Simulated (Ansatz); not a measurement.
The starting structures come from a database of crystals and need not be the phases stable at ambient conditions.

 Where the default PAW files enter, the runs use the earlier of Ansatz's two default sets.

By PBEsol, the system below comes out a metal.

The ballistic (Sharvin) conductance counts the channels at the Fermi level: G/A = (e²/h) × channels of both spins per area.

Data:

```yaml
crystal:
  lattice:
    - [4.01263, 0.00000, 0.00000]
    - [0.00000, 5.49900, 0.00000]
    - [0.00000, 0.00000, 7.58417]
  atoms:
    - { symbol: Ge, position: [0.25000, 0.78518, 0.10482] }
    - { symbol: Ge, position: [0.75000, 0.21482, 0.89518] }
    - { symbol: Ge, position: [0.75000, 0.71482, 0.60482] }
    - { symbol: Ge, position: [0.25000, 0.28518, 0.39518] }
    - { symbol: Rh, position: [0.25000, 0.47008, 0.70340] }
    - { symbol: Rh, position: [0.75000, 0.52992, 0.29660] }
    - { symbol: Rh, position: [0.75000, 0.02992, 0.20340] }
    - { symbol: Rh, position: [0.25000, 0.97008, 0.79660] }
    - { symbol: Rh, position: [0.25000, 0.33834, 0.06970] }
    - { symbol: Rh, position: [0.75000, 0.66166, 0.93030] }
    - { symbol: Rh, position: [0.75000, 0.16166, 0.56970] }
    - { symbol: Rh, position: [0.25000, 0.83834, 0.43030] }
```

Space group of this cell: Pnma. The cell is taken as given; by PBEsol its mean pressure is -3.6 GPa.

The current flows along the normal of the first two printed cell vectors. No spin-orbit coupling; the value is a mean over 0.1 eV about the Fermi level.

Q: Predict the ballistic conductance per area from Ansatz (a program for electronic structure) with PBEsol.

A: 0.54 × 10¹⁵ S/m² for both spins.
